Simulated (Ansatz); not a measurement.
Competing hops of interstitial Ti in bixbyite In2O3, charge state +4

Defect migration in bixbyite In2O3: interstitial Ti, charge state +4. The numbers are results of PBE, PAW (plane waves to 420 eV; Ansatz, an electronic-structure program), not measurements.

Cell of 80 host sites held at the relaxed PBE lattice; one k-point at (0.250, 0.250, 0.250); Fermi-Dirac width 0.01 eV, spin-restricted; finite-size errors left in. No zero-point or tunnelling terms. The charge state is imposed; whether it is stable for some Fermi level was not computed. Sites that were not tried may lie lower.

Barriers: single points on a 2×2×2 k-point mesh shifted by half a step at the bands' geometries.

```json
[
 {"Route": "several atoms move together, Ti the farthest", "Start site over the lowest site run (eV)": "0.22", "Hop (Å)": "2.44", "Forward barrier (eV)": "2.03", "Backward barrier (eV)": "2.00", "Neighbours at the start": "6 O at 2.00 Å", "Neighbours at the saddle": "3 O at 1.81 Å", "Saddle order": "not checked, on a symmetry element", "Forward, on the band's own sampling (eV)": "2.03"}
]
```

Paths come from nudged elastic bands with a climbing image.  A band can be held on a symmetry element, so unchecked saddle points there may be too high. A further band (several atoms move together, Ti the farthest, 1.92 Å) gave 1.42 eV forward on its own sampling, 1.42 eV above the lowest site run, but a shoulder points to a second hump between its images, so it is not taken as a result. A further band (several atoms move together, Ti the farthest, 3.41 Å) gave 1.42 eV forward on its own sampling, 1.42 eV above the lowest site run, but a shoulder points to a second hump between its images, so it is not taken as a result.
